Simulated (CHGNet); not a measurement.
## L1₀ (CuAu-type) CuAu

Calculation: the machine-learned potential CHGNet 0.3.0 (trained on PBE and PBE+U data).

Cell (relaxed at this level):

CuAu is modelled in the tetragonal space group P4/mmm (No. 123), Pearson symbol tP2. Cell: a = b = 2.9178 Å, c = 3.5164 Å, α = β = γ = 90.00°. Cu on 1a is surrounded by 8 Au at 2.711 Å and 4 Cu at 2.918 Å. Au on 1d has 8 Cu at 2.711 Å and 4 Au at 2.918 Å. (Neighbours: up to the widest gap in distance over summed covalent radii, below 1.35, at either atom.)

For L1₀ (CuAu-type) CuAu, the lattice constant a is 2.918 Å. The lattice parameter c is 3.516 Å.

Measured, for comparison: lattice constant a 2.8 Å (temperature not stated, no zero-point or thermal correction; as tabulated in Nepal et al. (2019), arXiv:1905.09348); lattice parameter c 3.67 Å (temperature not stated, no zero-point or thermal correction; as tabulated in Mehl et al. (2016), arXiv:1607.02532). Computed (rounded) less measured: lattice constant a +4.2 %, lattice parameter c -4.2 %.

A machine-learned potential is trained on density-functional data: it inherits that level's misses and adds fitting errors of its own.

Note: the model gives imaginary modes for this phase (in the spectrum interpolated from a supercell); the model's c/a of 1.21 is far from the 1.31 of the starting cell.
